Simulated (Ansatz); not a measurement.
An Ansatz (a quantum-chemistry and plane-wave program) input (Ansatz PBE-D3(BJ), without spin-orbit coupling, earlier PAW set):

Ansatz 0.2 input:
```yaml
crystal:
  lattice:
    - [1.5550113247, 0.8977862069, 5.9157230613]
    - [-1.5550113247, 0.8977862069, 5.9157230613]
    - [0, -1.7955724139, 5.9157230613]
  atoms:
    - { symbol: Mo, position: [0.0000176486, 0.0000176486, 0.0000176486] }
    - { symbol: S, position: [0.7535311753, 0.7535311753, 0.7535311753] }
    - { symbol: S, position: [0.579751176, 0.579751176, 0.579751176] }
basis: { ecutwfc: 420, ecutrho_ratio: 4, xc_grid: 2, fft_grid_basis: typed }
kpoints: { mp_grid: { grid: [12, 12, 12] } }
hamiltonian:
  xc: pbe
  dispersion: d3bj
  pseudopotentials: { azcp: { folder: ./paw }, kind: paw }
scf: { occupations: { method: fermi_dirac, width: 0.05 }, convergence: { dr2_threshold: 0.0000000003 } }
relax: { f_tol: 0.005, max_steps: 50 }
output: { forces: true, stress: true }
checkpoint: { write: state.ck, write_every: 1000 }
```

**Question.** Which symmetry and how many k-points will the program report, and about how many plane waves at Γ?

**Answer.** Space group R3m (ITA 160) with 6 operations, k-points 189 of 1728, and 973 plane waves at Γ.

**Question.** And the final pressure?

**Answer.** 3.50 GPa (compression positive).

The cells carry an imposed strain or load. No phonon test of stability was made. The cell was made from MoS$_{2}$ in the 3R-MoS2 type structure (space group R3m, No. 160; layered, stacked along the Cartesian z axis) by this change: isotropic strain −1.37 %.
